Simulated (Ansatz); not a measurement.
C 5H (hccch) (a stacking that need not occur in nature), space group P-3m1.

The geometry comes from a PBE relaxation.

```
C
1.0
    2.51968     0.00000     0.00000
   -1.25984     2.18211     0.00000
    0.00000     0.00000    10.36703
C
10
Cartesian
  0.00000   0.00000   0.00239
  0.00000   0.00000   1.57014
  0.00000   2.90948   2.08988
  0.00000   2.90948   3.63508
  0.00000   1.45474   4.15120
  0.00000   1.45474   5.69748
  0.00000   0.00000   6.21360
  0.00000   0.00000   7.75880
  0.00000   2.90948   8.27854
  0.00000   2.90948   9.84628
```

Method: HSE06 (plane waves to 420 eV, PAW; Ansatz, an electronic-structure program). Scalar-relativistic, without spin–orbit coupling. Its k-point mesh 6×6×1, Fermi–Dirac width 0.01 eV. HSE06 ran on meshes of its own (6×6×1); its edges and gaps are taken over the mesh and over extra points off it, mostly where PBE has its edges.

Task: List the levels next to the gap at (0.000, 0.333, 0.000) of this cell's own (folded) zone, from the top of the valence band (the table ends after a fixed count of bands, which can cut a degenerate set).

Result: 
| band | E − E_v (eV) |
|---|---|
| v4 | -4.416 |
| v3 | -3.239 |
| v2 | -3.165 |
| v1 | -2.989 |
| c1 | 5.544 |
| c2 | 6.502 |
| c3 | 7.164 |
| c4 | 8.704 |
